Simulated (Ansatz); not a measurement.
Levels about the gap of amorphous In8Ga8Zn8O32 (56 atoms in a cell of 760 Å³, 5.48 g/cm³; zone centre alone, so wide bands show as single levels with stretches between that a denser mesh fills), at the geometry that PBE relaxed, where it gives 0.1 GPa on a denser mesh. Exact exchange is cut at the faces of this small cell, which leaves a finite-size error. The participation number counts the atoms over which a state spreads; weights are charges in smoothed Voronoi cells. The levels come from a single point, so bond lengths are those of that geometry. Method of the levels: HSE06, scalar-relativistic without spin-orbit coupling (Ansatz, a program for electronic structure). Sampling: the zone centre alone; Fermi-Dirac width 0.02 eV; no spin polarisation. At PBE the levels at the filled edge of the gap are localised (band-tail or defect states).

It comes from a melt-quench run on a machine-learned potential (CHGNet), relaxed afterwards by DFT. O atoms were pushed apart under 1.9 Å during the dynamics, to hinder bonds among them. The hot cell started wider than the set density and was brought back towards it in steps. It is the lowest in DFT energy of 2 quenches. It is a model cell: composition and starting density were chosen by hand, and all elements were melted together. No dispersion term was used. Its density started from a set value of 5.47 and ended at 5.48 g/cm³. The quench (nominally 340 K/ps over its main leg) was far faster than any real one, so the model tends to hold more defects than a real film. A cell of this size samples the disorder only roughly. The volume was free in the relaxation, at fixed shape. Stress components on the final sampling reach 2.1 GPa.

```csv
"E - E(highest filled), eV",filling,participation number,largest on,weight O,weight In,weight Ga,weight Zn
-0.44,filled,16.6,"O, 3 neighbours",0.92,0.04,0.01,0.03
-0.42,filled,12.5,"O, 3 neighbours",0.92,0.03,0.01,0.04
-0.35,filled,11.9,"O, 3 neighbours",0.91,0.04,0.01,0.04
-0.27,filled,15.5,"O, 3 neighbours",0.89,0.02,0.01,0.07
-0.25,filled,14.0,"O, 3 neighbours",0.88,0.02,0.01,0.09
-0.16,filled,10.4,"O, 3 neighbours",0.88,0.04,0.01,0.07
0.00,filled,8.5,"O, 3 neighbours",0.87,0.02,0.01,0.10
2.28,empty,45.6,"In, 4 neighbours",0.49,0.23,0.13,0.15
4.43,empty,7.5,"In, 4 neighbours",0.49,0.41,0.05,0.05
5.12,empty,23.3,"In, 5 neighbours",0.53,0.25,0.11,0.10
5.54,empty,32.5,"Ga, 4 neighbours",0.55,0.23,0.13,0.09
5.62,empty,30.3,"Zn, 4 neighbours",0.54,0.22,0.06,0.18
5.80,empty,37.7,"Ga, 4 neighbours",0.57,0.11,0.21,0.11
5.96,empty,40.4,"In, 6 neighbours",0.57,0.13,0.17,0.14
```

Most localised among these is the empty level at +4.43 eV, on a In atom, which has 4 neighbours (O 2.07 Å, O 2.11 Å, O 2.12 Å, O 2.15 Å).
